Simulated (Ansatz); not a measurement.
# Sensitivity of a calculation on B6As (P1, 14 atoms in the cell) to its settings

```
B6As
1.0
    3.06842     1.77155     3.96494
   -3.06842     1.77155     3.96494
    0.00000    -3.54311     3.96494
B As
12 2
Direct
  0.01934   0.01317   0.32449
  0.98202   0.97201   0.66799
  0.32875   0.00707   0.01425
  0.66765   0.98417   0.99174
  0.03170   0.33045   0.00723
  0.98673   0.66011   0.99297
  0.81661   0.28017   0.82080
  0.19090   0.72918   0.17907
  0.82250   0.82133   0.26401
  0.16741   0.18919   0.73154
  0.28276   0.81503   0.82240
  0.72321   0.19075   0.18316
  0.58786   0.60048   0.59694
  0.39256   0.40689   0.40339
```

Base run A: HSE06, default PAW files made with PBE (Ansatz, a program for electronic structure), self-consistent single point.

Its settings: basis.ecutwfc = 420 eV; kpoints.mp_grid.grid = 3 3 3; hamiltonian.xc = hse06; hamiltonian.pseudopotentials = {kind: paw} (the program's default PAW files); scf.occupations.method = fixed.

The starting cell comes from a database of computed structures (which also holds hypothetical and non-ambient phases and stackings), without a prior relaxation at this level. Its atoms were displaced at random from the sites of space group no. 166. In the base run, forces exceed 1 eV/Å. Ansatz's pressure includes its estimate of the finite-basis (Pulay) stress. Another mesh or the band path of this cell gives a smaller gap, so this value is not converged in the mesh.

ΔF is the free energy per atom less that of run A. A dash stands where there is no value to compare (another energy zero or no entropy term, no result, no spin, no clean gap, or a mesh too coarse for one). Total energies depend on the potentials, the functional and any Hubbard or dispersion term, so they are compared only between runs that share all of them.

Runs D sample the zone with one or two k-points, far too few for so small a cell.

Run A gave: pressure (GPa) -1.78; largest force (eV/Å) 2.539; gap on the mesh (eV) 3.926; k-points 14.

Runs:
- B: hamiltonian.xc: hse06 → pbesol [PBEsol]
- C: hamiltonian.xc: hse06 → pbe0 [PBE0]
- D: kpoints.mp_grid.grid: 3 3 3 → 1 1 1
- E: kpoints.mp_grid.grid: 3 3 3 → 2 2 2
- F: kpoints.mp_grid.grid: 3 3 3 → 2 2 2; kpoints.mp_grid.shift: default → 0.5 0.5 0.5
- G: scf.convergence.dr2_threshold: default (1e-07 eV) → 0.001 eV
- H: scf.eigensolver.kind: default (the program chose davidson) → davidson
- I: scf.mixing.algorithm: default (the program chose MSR1) → broyden; scf.mixing.beta: default → 0.5
- J: scf.mixing.preconditioner: default (the program chose none) → none

Question: What does run D change against A?

Answer: The free energy goes down by 40.1 meV/atom, the pressure goes from -1.78 to -5.35 GPa, the largest force goes from 2.539 to 4.325 eV/Å and the gap on the mesh goes from 3.926 to 5.349 eV.

Question: What does run E change against A?

Answer: The free energy goes up by 30.4 meV/atom, the pressure goes from -1.78 to -1.40 GPa, the largest force goes from 2.539 to 2.728 eV/Å and the gap on the mesh goes from 3.926 to 2.932 eV.

```json
[
 {"run": "A", "ΔF (meV/atom)": "0.00", "pressure (GPa)": "-1.78", "largest force (eV/Å)": "2.539", "gap on the mesh (eV)": "3.926", "k-points": "14"},
 {"run": "B", "ΔF (meV/atom)": "–", "pressure (GPa)": "-1.74", "largest force (eV/Å)": "2.384", "gap on the mesh (eV)": "3.018", "k-points": "14"},
 {"run": "C", "ΔF (meV/atom)": "–", "pressure (GPa)": "-1.88", "largest force (eV/Å)": "2.564", "gap on the mesh (eV)": "4.634", "k-points": "14"},
 {"run": "D", "ΔF (meV/atom)": "-40.1", "pressure (GPa)": "-5.35", "largest force (eV/Å)": "4.325", "gap on the mesh (eV)": "5.349", "k-points": "1"},
 {"run": "E", "ΔF (meV/atom)": "30.4", "pressure (GPa)": "-1.40", "largest force (eV/Å)": "2.728", "gap on the mesh (eV)": "2.932", "k-points": "8"},
 {"run": "F", "ΔF (meV/atom)": "-10.3", "pressure (GPa)": "-1.99", "largest force (eV/Å)": "2.462", "gap on the mesh (eV)": "4.209", "k-points": "4"},
 {"run": "G", "ΔF (meV/atom)": "0.00", "pressure (GPa)": "-1.78", "largest force (eV/Å)": "2.539", "gap on the mesh (eV)": "3.926", "k-points": "14"},
 {"run": "H", "ΔF (meV/atom)": "0.00", "pressure (GPa)": "-1.78", "largest force (eV/Å)": "2.539", "gap on the mesh (eV)": "3.926", "k-points": "14"},
 {"run": "I", "ΔF (meV/atom)": "0.00", "pressure (GPa)": "-1.78", "largest force (eV/Å)": "2.540", "gap on the mesh (eV)": "3.926", "k-points": "14"},
 {"run": "J", "ΔF (meV/atom)": "0.00", "pressure (GPa)": "-1.78", "largest force (eV/Å)": "2.539", "gap on the mesh (eV)": "3.926", "k-points": "14"}
]
```

Keys are those of Ansatz 0.2.
